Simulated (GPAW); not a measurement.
# A self-consistent single point of AlRu (Pm-3m, 2 atoms in the cell) with GPAW

Method: PBE, GPAW PAW datasets PBE (gpaw-data 1.0.1) (plane waves; GPAW).

The input file:

```python
from ase import Atoms
from ase.units import GPa
from gpaw import GPAW

atoms = Atoms(['Ru', 'Al'],
              cell=[[2.991600, 0.000000, 0.000000],
                    [0.000000, 2.991600, 0.000000],
                    [0.000000, 0.000000, 2.991600]],
              scaled_positions=[[0.500000, 0.500000, 0.500000],
                                [0.000000, 0.000000, 0.000000]],
              pbc=True)

calc = GPAW(mode={'name': 'pw', 'ecut': 600},
            xc='PBE',
            kpts=(11, 11, 11),
            occupations={'name': 'methfessel-paxton', 'width': 0.1, 'order': 1},
            nbands=-6,
            symmetry={'symmorphic': False, 'tolerance': 0.0005},
            maxiter=100,
            txt='-')

atoms.calc = calc

energy = atoms.get_potential_energy()
print('Energy (eV):', round(energy, 6))
forces = atoms.get_forces()
print('Forces (eV/Ang):')
print(forces.round(5))
stress = atoms.get_stress()
print('Stress (GPa, Voigt):', (stress / GPa).round(4))
```

Output (repeated stretches shortened):

```
Input parameters:
  kpts: [11 11 11]
  maxiter: 100
  mode: {ecut: 600,
         name: pw}
  nbands: -6
  occupations: {name: methfessel-paxton,
                order: 1,
                width: 0.1}
  symmetry: {symmorphic: False,
             tolerance: 0.0005}
  xc: PBE

species:
  Ru:
    name: Ruthenium
    Z: 44.0
    valence: 16
    core: 28
    charge: 0.0
    file: Ru.PBE.gz

    # Using partial waves for Ru as LCAO basis

  Al:
    name: Aluminium
    Z: 13.0
    valence: 3
    core: 10
    charge: 0.0
    file: Al.PBE.gz

    # Using partial waves for Al as LCAO basis

Reference energy: -129848.548248  # eV

Spin-paired calculation

Convergence criteria:
 Maximum [total energy] change in last 3 cyles: 0.0005 eV / valence electron
 Maximum integral of absolute [dens]ity change: 0.0001 electrons / valence electron
 Maximum integral of absolute [eigenst]ate change: 4e-08 eV^2 / valence electron
 Maximum number of scf [iter]ations: 100

Symmetries present (total): 48
Symmetries with fractional translations: 0
1331 k-points: 11 x 11 x 11 Monkhorst-Pack grid
56 k-points in the irreducible part of the Brillouin zone
       k-points in crystal coordinates                weights
   0:     0.00000000    0.00000000    0.00000000          1/1331
   1:     0.09090909    0.00000000    0.00000000          6/1331
   2:     0.09090909    0.09090909    0.00000000         12/1331
   [... 7 lines left out ...]
          ...
  55:     0.45454545    0.45454545    0.45454545          8/1331

Wave functions: Plane wave expansion
  Cutoff energy: 600.000 eV
  Number of coefficients (min, max): 868, 912
  Pulay-stress correction: 0.000000 eV/Ang^3 (de/decut=0.000000)

Occupation numbers: Methfessel-Paxton:
  width: 0.1000  # eV
  order: 1

Eigensolver

Densities:
  Coarse grid: 18*18*18 grid
  Fine grid: 36*36*36 grid
  Total Charge: 0.000000

Density mixing:
  Method: separate
  Backend: pulay
  Linear mixing parameter: 0.05
  old densities: 5
  Damping of long wavelength oscillations: 50

Hamiltonian:
  XC and Coulomb potentials evaluated on a 36*36*36 grid
  External potential:
    NoExternalPotential

XC parameters: PBE with 2 nearest neighbor stencil

Number of atoms: 2
Number of atomic orbitals: 17
Number of bands in calculation: 15
Number of valence electrons: 19
Bands to converge: occupied

Density initialized from atomic densities
  15 bands from LCAO basis set

Atomic positions and initial magnetic moments

Positions:
   0 Ru     1.495800    1.495800    1.495800    ( 0.0000,  0.0000,  0.0000)
   1 Al     0.000000    0.000000    0.000000    ( 0.0000,  0.0000,  0.0000)

Unit cell:
           periodic     x           y           z      points  spacing
  1. axis:    yes    2.991600    0.000000    0.000000    18     0.1662
  2. axis:    yes    0.000000    2.991600    0.000000    18     0.1662
  3. axis:    yes    0.000000    0.000000    2.991600    18     0.1662

  Lengths:   2.991600   2.991600   2.991600
  Angles:   90.000000  90.000000  90.000000

Effective grid spacing dv^(1/3) = 0.1662

     iter     time        total  log10-change:
                         energy   eigst   dens
iter:   1 --:--:--   -15.209204
iter:   2 --:--:--   -15.017836   -1.12  -1.20
iter:   3 --:--:--   -14.933512   -0.65  -1.23
iter:   4 --:--:--   -14.578164   -1.03  -1.43
iter:   5 --:--:--   -14.510845   -1.48  -1.42
iter:   6 --:--:--   -14.443959   -2.76  -1.85
iter:   7 --:--:--   -14.455728   -2.10  -2.25
iter:   8 --:--:--   -14.432074   -2.67  -2.11
iter:   9 --:--:--   -14.432038   -4.52  -3.24
iter:  10 --:--:--   -14.432091c  -4.89  -3.38
iter:  11 --:--:--   -14.432101c  -6.37  -3.43
iter:  12 --:--:--   -14.432154c  -6.11  -3.40
iter:  13 --:--:--   -14.432022c  -5.12  -3.29
iter:  14 --:--:--   -14.432152c  -4.66  -3.73
iter:  15 --:--:--   -14.432017c  -4.87  -3.24
iter:  16 --:--:--   -14.432017c  -6.78  -4.37c
iter:  17 --:--:--   -14.432016c  -7.56c -4.39c

Converged after 17 iterations.

Dipole moment: (-0.000000, -0.000000, -0.000000) |e|*Ang

Energy contributions relative to reference atoms: (reference = -129848.548248)

Kinetic:         +5.679241
Potential:       -5.711468
External:        +0.000000
XC:             -14.175236
Entropy (-ST):   -0.001171
Local:           -0.223773
SIC:             +0.000000
--------------------------
Free energy:    -14.432407
Extrapolated:   -14.432016

Showing only first 2 kpts
 Kpt  Band  Eigenvalues  Occupancy
  0     7     10.67616   -0.02953
  0     8     10.67616   -0.02953
  0     9     10.67616   -0.02953
  0    10     16.58776    0.00000

  1     7     10.48265    1.24042
  1     8     10.48265    1.24042
  1     9     10.69568   -0.01670
  1    10     15.84204    0.00000

Fermi level: 10.49702

No gap
No difference between direct/indirect transitions
Energy (eV): -14.432016

Forces in eV/Ang:
  0 Ru   -0.00000    0.00000    0.00000
  1 Al    0.00000    0.00000    0.00000

Stress tensor:
    -0.020211     0.000000     0.000000
     0.000000    -0.020211     0.000000
     0.000000     0.000000    -0.020211
Stress (GPa, Voigt): [-3.2382 -3.2382 -3.2382  0.      0.      0.    ]
```

The run converged in 17 iterations. GPAW prints stress with tension positive.

The starting cell comes from a database of published, mostly measured structures (it also holds non-ambient and calculated ones), without a prior relaxation at this level. Spin polarisation is off. With a pressure of about 3 GPa the cell is away from its equilibrium volume at this level.
